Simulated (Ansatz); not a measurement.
Input:

```yaml
crystal:
  lattice:
    - [0.02756, 3.20432, 3.20432]
    - [3.20432, 0.02756, 3.20432]
    - [3.23187, 3.23187, 0.00000]
  atoms:
    - { symbol: Cd, position: [0.00177, 0.00177, 0.99823] }
    - { symbol: Te, position: [0.24823, 0.24823, 0.25177] }
```

No spin polarisation.

Calculations: DFT with LDA, PAW potentials and a 420 eV plane-wave cutoff in Ansatz (a quantum-chemistry and plane-wave program), spin-orbit coupling left out. k-mesh 9×9×9 (Γ-centred); smearing 0.05 eV (Fermi–Dirac).

Task: What is the computed valence-band top at Γ (three highest levels, from the VBM)?

Result: 0.00, -0.05, -0.09 eV.

Task: What band gap does the calculation give?

Result: 0.56 eV.

With Te present, leaving out spin-orbit coupling can change the band edges. The cells carry an imposed strain or load. No phonon test of stability was made. The cell was made from CdTe in the zinc blende structure (space group F-43m, No. 216) by this change: tensor shear ε_xy = +0.86 %.
